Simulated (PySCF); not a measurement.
PySCF 2.14.0, unrestricted PBE0/def2-svp, df: [C]1=CC2C=CC1C2, charge 0, multiplicity 2, 14 atoms. The geometry is a generated start, not checked to be a minimum at this level.

```json
{
 "task": "energy",
 "method": "pbe0",
 "basis": "def2-svp",
 "two_electron_scheme": "density fitting",
 "mol.max_memory": "3000 MB",
 "mf.max_cycle": "100",
 "mf.init_guess": "minao (default)",
 "mf.DIIS": "CDIIS (default)",
 "mf.conv_tol": "1e-09 (default)",
 "mf.grids.level": "3 (default)",
 "basis_functions": "133",
 "grid_points": "167488"
}
```

```xyz
14

C      1.1873    -0.8306     0.7772
C      1.5555    -0.3053    -0.3631
C      0.3511     0.5758    -0.7852
C     -0.7787    -0.3959    -1.0762
C     -1.1063    -0.9785     0.0691
C     -0.2069    -0.3939     1.1479
C     -0.0956     1.0523     0.6126
H      2.4433    -0.4175    -0.9492
H      0.5684     1.3245    -1.5411
H     -1.1755    -0.5680    -2.0583
H     -1.8302    -1.7482     0.2535
H     -0.5177    -0.5404     2.1769
H      0.6561     1.6466     1.1294
H     -1.0507     1.5791     0.6065
```

Charge 0 and multiplicity 2 are set for this test and not shown to be the ground state.

One run each on 2 threads, 1 BLAS thread. Values of diis_space tried: 3, 5, 8 (default), 12, 20.

How does the count of Fock builds change with diis_space, and where is it least?

Fewest Fock builds, within one of each other: 8 (default) with 18, 12 with 18, 20 with 18. The count rises to 30 at 3. All converge to one solution.

```json
[
 {"diis_space": "3", "Fock builds": "30", "end": "same solution"},
 {"diis_space": "5", "Fock builds": "20", "end": "same solution"},
 {"diis_space": "8 (default)", "Fock builds": "18", "end": "same solution"},
 {"diis_space": "12", "Fock builds": "18", "end": "same solution"},
 {"diis_space": "20", "Fock builds": "18", "end": "same solution"}
]
```
